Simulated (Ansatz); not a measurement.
Worked example: dielectric-response calculation of KCl (Fm-3m, 2 atoms in the cell) in Ansatz (a quantum-chemistry and plane-wave program).

Method of the run: PBE (plane waves, PAW; Ansatz).

```xyz
2
Lattice="0.0000 3.1356 3.1356 3.1356 0.0000 3.1356 3.1356 3.1356 0.0000" Properties=species:S:1:pos:R:3 pbc="T T T"
K      0.0000     0.0000     0.0000
Cl     3.1356     3.1356     3.1356
```

Reference input (self-consistent single point, DFT, PBE, plane waves, default PAW files): basis.ecutwfc = 30.9 Ry; kpoints.mp_grid.grid = 7 7 7; hamiltonian.xc = pbe; hamiltonian.pseudopotentials = {kind: paw} (the program's default PAW files); scf.occupations.method = fermi_dirac; scf.occupations.width = 0.0015 Ry. This run's input differs from it in these lines:

Ansatz 0.2 input:
```diff
@@ -9,3 +9,3 @@
 basis:
-  ecutwfc: 30.9 Ry
+  ecutwfc: 18.4 Ry
 kpoints:
@@ -19,8 +19,4 @@
   occupations:
-    method: fermi_dirac
-    width: 0.0015 Ry
-output:
-  forces: true
-  eigenvalues: true
-  stress: true
+    method: fixed
+dielectric: {}
```

Output (repeated stretches shortened):

```
SCF iter   1: F=—  HF=-2621.029563 eV  |F-HF|=—  |Δ(HF+E_count)|=         —  Δρ=5.24e-3  dr2=4.41e-3  ethr=1.77e-3  ⟨swp⟩=5.0  Hψ=2583  notcnv=0  defer=78
all-band conjugate gradients solve this SCF's bands
preconditioner: auto → none
SCF iter   2: F=—  HF=-2621.029556 eV  |F-HF|=—  |Δ(HF+E_count)|=   7.43e-6  Δρ=2.32e-3  dr2=6.19e-4  ethr=2.76e-5  ⟨swp⟩=2.0  Hψ=1202  notcnv=0  defer=78
SCF iter   3: F=—  HF=-2621.029977 eV  |F-HF|=—  |Δ(HF+E_count)|=   4.22e-4  Δρ=4.99e-4  dr2=3.01e-5  ethr=3.87e-6  ⟨swp⟩=3.0  Hψ=882  notcnv=0  defer=78
SCF iter   4: F=—  HF=-2621.030014 eV  |F-HF|=—  |Δ(HF+E_count)|=   3.63e-5  Δρ=5.69e-5  dr2=2.03e-6  ethr=1.88e-7  ⟨swp⟩=2.0  Hψ=600  notcnv=0
SCF iter   5: F=—  HF=-2621.030016 eV  |F-HF|=—  |Δ(HF+E_count)|=   1.98e-6  Δρ=1.50e-5  dr2=6.18e-8  ethr=1.27e-8  ⟨swp⟩=2.0  Hψ=608  notcnv=0
SCF iter   6: F=—  HF=-2621.030016 eV  |F-HF|=—  |Δ(HF+E_count)|=   7.98e-8  Δρ=8.56e-7  dr2=2.64e-10  ethr=3.86e-10  ⟨swp⟩=2.3  Hψ=655  notcnv=0
SCF iter   7: F=-2621.030016 eV  HF=-2621.030016 eV  |F-HF|=5.91e-12  |Δ(HF+E_count)|=  4.24e-10  Δρ=6.61e-8  dr2=1.22e-12  ethr=1.00e-12  ⟨swp⟩=3.5  Hψ=1794  notcnv=0
SCF 1 converged in 7 iterations: F = -2621.030016 eV  dr2 = 1.22e-12
DFPT response loops at Γ: preconditioner auto → none (the input reference at scf.mixing.eps_inf says where Resta's filter doesn't serve); β = 0.50 …
Free energy (F): -2621.030016 eV
Internal energy: -2621.030016 eV  (E = F + TS)
E sigma→0 (E₀):  -2621.030016 eV
Fermi energy:    0.934756 eV
--- Dielectric response (ions clamped): 1 representative field direction + reference, on 40 of 343 k-points (Σ response iterations 8) ---
  k mesh reduced under 8 symmetry operations, with k and −k counted as one. Each operation leaves every solved perturbation unchanged …
  ε∞ (high-frequency dielectric tensor):
        2.329873    -0.000000    -0.000000
   [... lines left out ...]
         0.00000    1.12150    0.00000
         0.00000   -0.00000    1.12150
    site 1:
        -1.12150   -0.00000    0.00000
         0.00000   -1.12150   -0.00000
         0.00000    0.00000   -1.12150
  Z* charge neutrality: 8.535e-6 e pre-enforcement
  k-mesh period / interband length: 31.0 Å / 1.18 Å = 26.40 at k = (0.0000, 0.0000, 0.0000), direct gap 5.230 eV — 14 or more, which is no proof of convergence
```

The run converged in 7 iterations. 

Summary of the result:
| Item | Result |
|---|---|
| Free energy E − TS (on the zero of these files) | -2621.0300 eV |
| Top of the valence band (on the code's own zero) | 0.93 eV |
| Gap on the k-point mesh | 5.23 eV |
| ε∞ at this k-point mesh, which may be far from converged in small-gap cells (xx, yy, zz) | 2.33, 2.33, 2.33 |
| Born charges at this mesh (mean of the diagonal, e) | K 1.12, Cl -1.12 |

The starting cell has typed, rounded lattice constants, without a prior relaxation at this level. Its lattice was rescaled by up to half a per cent. The cutoff lies below the one recommended for these files.
